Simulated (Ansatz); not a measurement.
Consider a periodic stack without vacuum, bcc Nb (1 1 1) on antifluorite Mg2Si (1 1 1) (film strained to the substrate, started from cuts of the bulks and a machine-learned relaxation; slabs Mg8Si4 and Nb10, which can lie off the formulas): substrate slab Mg8Si4, film Nb10, surface cells [[0, 1], [-1, 0]] and [[1, -1], [0, 1]], film strained by -3.9 and -3.9 %, outermost planes Mg/Mg and Nb/Nb as cut, which need not be the usual terminations and can put a slab off its formula. Its start:

```yaml
crystal:
  lattice:
    - [4.49948, 0.00000, 0.17919]
    - [-2.24974, 3.89666, -0.06251]
    - [1.29317, 1.16756, 24.92278]
  atoms:
    - { symbol: Mg, position: [0.70474, 0.28264, 0.02805] }
    - { symbol: Mg, position: [0.33268, 0.59751, 0.10181] }
    - { symbol: Mg, position: [0.98268, 0.92621, 0.17330] }
    - { symbol: Mg, position: [0.60950, 0.24278, 0.24841] }
    - { symbol: Mg, position: [0.22473, 0.54892, 0.32259] }
    - { symbol: Mg, position: [0.83533, 0.85293, 0.39595] }
    - { symbol: Mg, position: [0.42441, 0.14477, 0.47115] }
    - { symbol: Mg, position: [0.03488, 0.44939, 0.53852] }
    - { symbol: Si, position: [0.03212, 0.94652, 0.03760] }
    - { symbol: Si, position: [0.29856, 0.58635, 0.21336] }
    - { symbol: Si, position: [0.53241, 0.20261, 0.35937] }
    - { symbol: Si, position: [0.72938, 0.79692, 0.50613] }
    - { symbol: Nb, position: [0.94310, 0.40430, 0.65586] }
    - { symbol: Nb, position: [0.64267, 0.75339, 0.61144] }
    - { symbol: Nb, position: [0.55938, 0.71299, 0.73065] }
    - { symbol: Nb, position: [0.25532, 0.06063, 0.68732] }
    - { symbol: Nb, position: [0.17291, 0.01930, 0.81307] }
    - { symbol: Nb, position: [0.86505, 0.36591, 0.77312] }
    - { symbol: Nb, position: [0.78645, 0.32412, 0.89755] }
    - { symbol: Nb, position: [0.47945, 0.67158, 0.85577] }
    - { symbol: Nb, position: [0.40158, 0.63120, 0.97886] }
    - { symbol: Nb, position: [0.09700, 0.97889, 0.93403] }
```

The start was prepared with a machine-learned potential, and the result is one local minimum, with the in-plane cell held and forces under 0.04 eV/Å; the film can end far from its bulk form.

Calculation: PBE (plane waves to 420 eV, PAW; Ansatz, a program for electronic structure). No spin–orbit coupling; the runs are not spin-polarised; PBE gaps are too small against experiment. Its k-point mesh 8×8×1, Fermi–Dirac width 0.05 eV.

Predict the relaxed interface.

The interface area comes out as 17.5 Å² and the period is 24.69 Å. The heights between the nearest atoms of the two slabs at the two interfaces comes out as 1.85 and 1.08 Å and the Mg–Nb contacts across the interfaces within 1.22 times the sum of covalent radii comes out as 12, mean 3.07 Å. The Nb–Si contacts across the interfaces within 1.22 times the sum of covalent radii is 5, mean 2.97 Å.
